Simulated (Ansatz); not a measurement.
## A computed series for hypothetical diamond Mg: pressure series

Start from Mg in the diamond structure (space group Fd-3m, No. 227; a hypothetical phase, not in the database extracts checked).

```xyz
2
Lattice="0.0000 3.4357 3.4357 3.4357 0.0000 3.4357 3.4357 3.4357 0.0000" Properties=species:S:1:pos:R:3 pbc="T T T"
Mg     5.1535     5.1535     5.1535
Mg     3.4357     3.4357     3.4357
```

Cell and atoms are relaxed at each pressure.

Calculations: Ansatz (an electronic-structure program) PBE, scalar-relativistic without spin-orbit coupling.

| change | density | shortest interatomic distance |
|---|---|---|
| base | 1.00 g/cm³ | 2.975 Å |
| pressure −1 GPa | 0.89 g/cm³ | 3.093 Å |
| pressure 0.3 GPa | 1.02 g/cm³ | 2.949 Å |
| pressure 0.7 GPa | 1.06 g/cm³ | 2.918 Å |
| pressure 1.5 GPa | 1.11 g/cm³ | 2.866 Å |
| pressure 3 GPa | 1.21 g/cm³ | 2.790 Å |
| pressure 5 GPa | 1.31 g/cm³ | 2.716 Å |
| pressure 7.5 GPa | 1.41 g/cm³ | 2.646 Å |
| pressure 10 GPa | 1.51 g/cm³ | 2.590 Å |

Load acts through the strain it causes; cell and atoms are relaxed under it. Whether these cells are dynamically stable was not tested. Competing high-pressure phases were not computed.
